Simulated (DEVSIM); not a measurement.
Structure: n-channel Si planar bulk MOSFET with Al2O3, at 350 K.

- Gate length = 40 nm
- Source drain length = 32 nm
- Dielectric thickness = 1.9 nm
- Lateral straggle = 1.4 nm
- Underlap = 0 nm
- Junction depth = 14.4 nm
- Substrate depth = 126 nm
- Gate work function = 4.21 eV
- Source and drain doping = 1.9e20 cm⁻³, Gaussian tails under the gate
- Body doping = 2.1e18 cm⁻³
- Lifetime = 1e-8 s
- Supply = 0.6 V
- Halo peak = 4.4e18 cm⁻³

All mobilities are scaled by 1; velocity saturation, μ/(1 + (μE/vsat)^b)^(1/b) with b = 2 for electrons and 1 for holes and E the electric field along each mesh edge, is on. Mobility is constant in doping.

The device is made up for the run: typed textbook-type constants, with dimensions and the other settings drawn at random. Values at 300 K; Nc and Nv go as T^1.5, mobilities as T to minus their exponent, the gap by Varshni's rule with the affinity fixed.

Si: gap (eV) 1.124, affinity (eV) 4.05, permittivity 11.7, Nc (cm⁻³) 2.86e19, Nv (cm⁻³) 3.1e19, μn (cm²/Vs) 1417, μp (cm²/Vs) 470, T exponent of μn 2.3, T exponent of μp 2.2, vsat,n (cm/s) 1e7, vsat,p (cm/s) 8.4e6, Varshni α (eV/K) 0.000473, Varshni β (K) 636. Al2O3: gap (eV) 6.8, affinity (eV) 1.35, permittivity 9.

Model (solved in DEVSIM): 2D drift-diffusion, Boltzmann statistics, complete ionisation; no quantum confinement, tunnelling, impact ionisation, self-heating, contact resistance or fringe fields beside the gate. Metal contacts follow the ideal Schottky-Mott rule: no Fermi-level pinning, no interface dipoles.

Transfer curves, |Id| in μA/μm:

```tsv
Vg (V)	Vd = 0.05 V	Vd = 0.6 V
-0.18	3.108e-5	6.323e-5
-0.15	7.075e-5	0.0001440
-0.12	0.0001613	0.0003284
-0.09	0.0003682	0.0007497
-0.06	0.0008418	0.001713
-0.03	0.001927	0.003918
0	0.004414	0.008964
0.03	0.01012	0.02052
0.06	0.02321	0.04698
0.09	0.05326	0.1075
0.12	0.1221	0.2459
0.15	0.2798	0.5613
0.18	0.6389	1.276
0.21	1.450	2.875
0.24	3.247	6.374
0.27	7.086	13.69
0.3	14.77	27.91
0.33	28.64	52.70
0.36	50.66	90.69
0.39	81.40	142.1
0.42	120.0	205.3
0.45	165.2	278.0
0.48	215.6	358.0
0.51	269.9	443.6
0.54	327.5	533.7
0.57	387.5	627.3
0.6	449.4	723.6
```

Work out the subthreshold swing at low drain bias from the rows at 0.06 and 0.09 V, and compare it with the thermal limit.

log10(0.05326/0.02321) = 0.361 over 30.0 mV, so S = 83.2 mV/decade. The limit kT/q ln 10 is 69.4 mV/decade; the ratio is 1.20. This is the steepest step of the table.

Find both thresholds at the constant current 0.1 μA × (1 μm/L) a micrometre, and the DIBL.

The current is 2.50 μA/μm. Interpolating ln Id gives 0.230 V and 0.205 V; their difference over the 0.55 V of drain bias is 46 mV/V.

Source and drain are degenerate, where Boltzmann statistics are only rough. The electric field that drives the saturation includes the junctions' built-in field, which lowers the mobility there even at small currents: subthreshold currents come out too low, a known weakness of this choice.
